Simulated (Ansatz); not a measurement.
# Response to strain in SiS2

The reference is SiS$_{2}$ (space group Ibam, No. 72; a = 6.387 Å, b = 11.126 Å, c = 5.592 Å; made of chains). Axes: x, y, z lie along a, b, c of the conventional cell.

Strains are applied to the cell and any free atomic positions relax; under biaxial strain the out-of-plane vector relaxes too; under stress the whole cell relaxes.

Levels (all Ansatz, an electronic-structure program, PAW, earlier PAW set): PBE (420 eV, without spin-orbit coupling); r2SCAN (500 eV, no spin-orbit coupling); HSE06 (420 eV, no spin-orbit coupling); PBE+SOC (420 eV, with spin-orbit coupling).

Band gaps by level, all at the geometries relaxed with PBE:

| case | PBE | r2SCAN | HSE06 | PBE+SOC |
|---|---|---|---|---|
| base | 3.10 eV | 3.52 eV | 4.23 eV | 3.10 eV |
| biaxial strain −0.55 %, plane normal [001], relaxed out of plane | 3.09 eV | 3.51 eV | 4.23 eV | 3.09 eV |
| isotropic strain −2.71 % | 3.00 eV | 3.40 eV | 4.12 eV | 3.00 eV |
| uniaxial stress, 2 GPa compression along z | 3.06 eV | 3.48 eV | 4.19 eV | 3.06 eV |

A biaxial case was relaxed in a doubled cell and then solved in the primitive one. Single points use the geometry relaxed with PBE. The hybrid gap comes from the SCF mesh plus the semilocal run's edge points and a few special points and is an upper bound. The spin-orbit shifts are approximate. Beyond what the load breaks, stability against distortions was not tested. No dispersion term is included, though the crystal is made of layers, chains or molecules, so its spacings can come out too wide.
